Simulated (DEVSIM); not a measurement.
System: In0.52Al0.48As/In0.53Ga0.47As n-p heterojunction, at 400 K.

```
layer (left to right)        material  thickness (μm)  Nd (cm⁻³)  Na (cm⁻³)  τn (s)  τp (s)
---------------------  --------------  --------------  ---------  ---------  ------  ------
1                      In0.52Al0.48As           0.100     1.8e17          -  2.1e-8  2.1e-8
2                      In0.53Ga0.47As           0.210          -     3.5e16  2.1e-8  2.1e-8
```

Left contact: ohmic. Right contact: ohmic. Voltage is applied to the left contact. Recombination: SRH at mid-gap, radiative, Auger. Mobility is constant in doping.

The device is made up for the run: typed textbook-type constants, with dimensions and the other settings drawn at random. Values at 300 K; Nc and Nv go as T^1.5, mobilities as T to minus their exponent, the gap by Varshni's rule with the affinity fixed.

```
parameter         In0.52Al0.48As  In0.53Ga0.47As
----------------  --------------  --------------
gap (eV)                    1.45            0.74
affinity (eV)                  4            4.51
permittivity                12.5            13.9
Nc (cm⁻³)                 5.1e17          2.1e17
Nv (cm⁻³)                 1.1e19          7.7e18
μn (cm²/Vs)                 4000           12000
μp (cm²/Vs)                   75             300
T exponent of μn             1.5             1.6
T exponent of μp             1.5             1.6
B (cm³/s)                  1e-10         9.6e-11
Cn (cm⁶/s)                 1e-30           5e-29
Cp (cm⁶/s)                 1e-30           5e-29
Varshni α (eV/K)         0.00042         0.00035
Varshni β (K)                180             190
```

Simulated with DEVSIM: 1D drift-diffusion, Boltzmann statistics, complete ionisation; no tunnelling, impact ionisation, image-force lowering or self-heating. Band offsets follow the typed affinities; no thermionic-emission limit at abrupt steps, no polarisation charge.

Problem. Tabulate band edges, carrier densities and field at zero bias.

Solution. Energies count from the Fermi level of the right contact; mesh points crowd at the junctions.

| x (μm) | Ec (eV) | Ev (eV) | n (cm⁻³) | p (cm⁻³) | field (V/cm) |
|---|---|---|---|---|---|
| 0.000 | 0.051 | -1.362 | 1.8e17 | 120 | 720 |
| 0.003273 | 0.051 | -1.362 | 1.8e17 | 120 | 750 |
| 0.008054 | 0.051 | -1.361 | 1.8e17 | 120 | 900 |
| 0.01627 | 0.052 | -1.361 | 1.7e17 | 120 | 1600 |
| 0.03360 | 0.058 | -1.355 | 1.5e17 | 140 | 6300 |
| 0.05579 | 0.094 | -1.319 | 5.1e16 | 410 | 31000 |
| 0.07348 | 0.183 | -1.230 | 3.9e15 | 5400 | 72000 |
| 0.08830 | 0.318 | -1.095 | 7.8e13 | 270000 | 110000 |
| 0.09478 | 0.394 | -1.018 | 8.4e12 | 2500000 | 130000 |
| 0.09855 | 0.444 | -0.969 | 2.0e12 | 1.1e7 | 140000 |
| 0.1013 | -0.030 | -0.740 | 7.8e17 | 5.7e9 | 110000 |
| 0.1068 | 0.018 | -0.691 | 1.9e17 | 2.3e10 | 77000 |
| 0.1146 | 0.072 | -0.637 | 4.0e16 | 1.1e11 | 63000 |
| 0.1263 | 0.141 | -0.568 | 5.4e15 | 8.3e11 | 56000 |
| 0.1558 | 0.284 | -0.425 | 8.5e13 | 5.2e13 | 42000 |
| 0.1958 | 0.415 | -0.295 | 1.9e12 | 2.3e15 | 24000 |
| 0.2375 | 0.481 | -0.229 | 2.8e11 | 1.6e16 | 9100 |
| 0.2683 | 0.499 | -0.210 | 1.7e11 | 2.7e16 | 3700 |
| 0.2900 | 0.505 | -0.204 | 1.4e11 | 3.2e16 | 2100 |
| 0.2999 | 0.507 | -0.202 | 1.3e11 | 3.3e16 | 1700 |
| 0.3056 | 0.508 | -0.202 | 1.3e11 | 3.4e16 | 1600 |
| 0.3100 | 0.509 | -0.201 | 1.3e11 | 3.5e16 | 1600 |
